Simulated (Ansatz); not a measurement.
Where the default PAW files enter, the runs use the earlier of Ansatz's two default sets.

Given:

```xyz
8
Lattice="5.3273 0.0000 0.0000 2.6636 10.1874 0.0000 2.6636 -0.2321 1.5202" Properties=species:S:1:pos:R:3 pbc="T T T"
Si     7.1030     9.3364     1.4257
Si     3.5515     4.3588     0.6656
Si     5.3273     6.8481     1.0457
Si     5.3273     1.8705     0.2856
C      7.1030     7.4644     1.1399
C      3.5515     2.4868     0.3798
C      5.3273     4.9822     0.7608
C      5.3273     0.0046     0.0007
```

Space group of this cell: P6_3mc. The cell is taken as given.

Transport runs along the normal of the first two printed cell vectors, the (111) plane of the conventional cell.

No gap correction and no spin-orbit coupling; mid-gap values are interpolated between computed energies.

Predict the band gap and the smallest decay constant κ at mid-gap from r2SCAN run with Ansatz (an electronic-structure program).

Gap 2.60 eV on a 20×20×20 mesh; κ = 0.215 1/Å, at (0.000, 0.500) of the in-plane reciprocal vectors. At the zone centre, at the nearest computed energy, the slowest state has κ = 0.24 1/Å.
